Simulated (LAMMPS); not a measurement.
Simulation of Ni (fcc), 2048 atoms, at 2070 K and 0 GPa, heated as the crystal.

Model: classical MD, pair style adp, file Ni.adp (LAMMPS).

Question: Give g(r) against r (Å) as the simulation yields it.

Answer: State found: crystal; no diffusion seen in 30 ps.
```tsv
r (Å)	g(r)
1.740	0.001
1.780	0.002
1.820	0.004
1.860	0.008
1.900	0.020
1.940	0.044
1.980	0.066
2.020	0.121
2.060	0.215
2.100	0.376
2.140	0.633
2.180	0.877
2.220	1.21
2.260	1.61
2.300	1.94
2.340	2.36
2.380	2.68
2.420	2.98
2.460	3.08
2.500	3.10
2.540	3.01
2.580	2.81
2.620	2.61
2.660	2.31
2.700	2.02
2.740	1.78
2.780	1.48
2.820	1.25
2.860	1.03
2.900	0.871
2.940	0.716
2.980	0.593
3.020	0.523
3.060	0.444
3.100	0.417
3.140	0.381
3.180	0.372
3.220	0.371
3.260	0.380
3.300	0.419
3.340	0.426
3.380	0.458
3.420	0.498
3.460	0.507
3.500	0.550
3.540	0.569
3.580	0.581
3.620	0.597
3.660	0.618
3.700	0.608
3.740	0.619
3.780	0.623
3.820	0.630
3.860	0.648
3.900	0.688
3.940	0.726
3.980	0.799
4.020	0.862
4.060	0.978
4.100	1.07
4.140	1.18
4.180	1.29
4.220	1.39
4.260	1.49
4.300	1.56
4.340	1.61
4.380	1.65
4.420	1.64
4.460	1.61
4.500	1.53
4.540	1.50
4.580	1.40
4.620	1.32
4.660	1.23
4.700	1.16
4.740	1.10
4.780	1.02
4.820	0.991
4.860	0.943
4.900	0.918
4.940	0.888
4.980	0.887
5.020	0.875
5.060	0.870
5.100	0.860
5.140	0.848
5.180	0.852
5.220	0.854
5.260	0.843
5.300	0.856
5.340	0.857
5.380	0.887
5.420	0.894
5.460	0.906
5.500	0.927
5.540	0.962
5.580	0.984
5.620	0.985
5.660	1.00
5.700	1.00
5.740	0.988
5.780	0.975
5.820	0.956
```

Caution: this crystal lies over the melting point of about 1800 K that EAM-type Ni.adp gives, so it is superheated.
